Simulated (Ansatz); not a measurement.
Ir: x(Au) = 0.5, 4 atoms, I4_1/amd

Start from Ir in the fcc (Cu type) structure (space group Fm-3m, No. 225; a = 3.8705 Å).

The other end (x = 1) is Au in the fcc (Cu type) structure (space group Fm-3m, No. 225): 17.96 Å³/atom, gap zero.

The change: Au replaces 50.0 % of the Ir, ordered in a cell of 4 atoms (starting symmetry I4_1/amd) and fully relaxed.

Level of theory: Ansatz (a first-principles code) PBE, without spin-orbit coupling, earlier PAW set. Γ-centred 16×16×16 mesh, Fermi–Dirac width 0.05 eV, for the changed cell.

```yaml
volume_per_atom: 16.07 Å³ (base 14.50 Å³)
density: 20.11 g/cm³ (base 22.02 g/cm³)
shortest_interatomic_distance: 2.823 Å (base 2.737 Å)
band_gap: zero (base zero)
mixing_energy: "+0.45 eV/atom (to 0.01 eV only: unlike meshes or grids)"
```

Final structure:

```
CELL_PARAMETERS angstrom
     -2.01695     2.01695     3.94930
      2.01695    -2.01695     3.94930
      2.01695     2.01695    -3.94930
ATOMIC_POSITIONS crystal
  Ir 0.00000 0.00000 0.00000
  Au 0.50000 0.50000 0.00000
  Au 0.25000 0.75000 0.50000
  Ir 0.75000 0.25000 0.50000
```

Cost of the whole job for the changed cell (relaxation, final SCF and bands): roughly 12 core-minutes.

Each cell is one ordered arrangement of few atoms, which overstates ordering effects compared with a random alloy. Spin-orbit coupling, missing from the scalar runs, can matter with Au and Ir. Stability against distortions was not tested. All final runs are without spin polarisation. IrAu has a high density of states at the Fermi level and may be magnetic at this level.
